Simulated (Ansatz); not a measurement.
# What non-magnetic does to CoO

Start from CoO in the zinc blende structure (space group F-43m, No. 216; a = 4.351 Å; ferromagnetic; a cell from a computed database, its experimental status unchecked).

It is then changed as follows: spin polarisation is switched off and the cell is relaxed again.

Calculations: PBEsol/PAW in Ansatz (a quantum-chemistry and plane-wave program), no spin-orbit coupling. Γ-centred 19×19×19 mesh, Fermi–Dirac width 0.05 eV, for the changed cell.

The volume per atom falls by 0.37 Å³ to 9.93 Å³ and the lattice parameter a shrinks by 0.053 Å (4.351 Å → 4.298 Å). The shortest interatomic distance drops by 0.023 Å to 1.861 Å and the energy rises by 0.07 eV/atom (to 0.01 eV only: unlike meshes or grids). The band gap stays zero.

Final structure:

```yaml
crystal:
  lattice:
    - [0.00000, 2.14904, 2.14904]
    - [2.14904, 0.00000, 2.14904]
    - [2.14904, 2.14904, 0.00000]
  atoms:
    - { symbol: Co, position: [0.50000, 0.50000, 0.50000] }
    - { symbol: O, position: [0.75000, 0.75000, 0.75000] }
```

Other magnetic orders, which the real material may have, were not ruled out. Whether these cells are dynamically stable was not tested. No Hubbard U is applied, and correlation can decide whether such a compound is a metal. The base started in R3m and relaxed to F-43m at this level. Spin-polarised in the final run: base; the other runs are not.
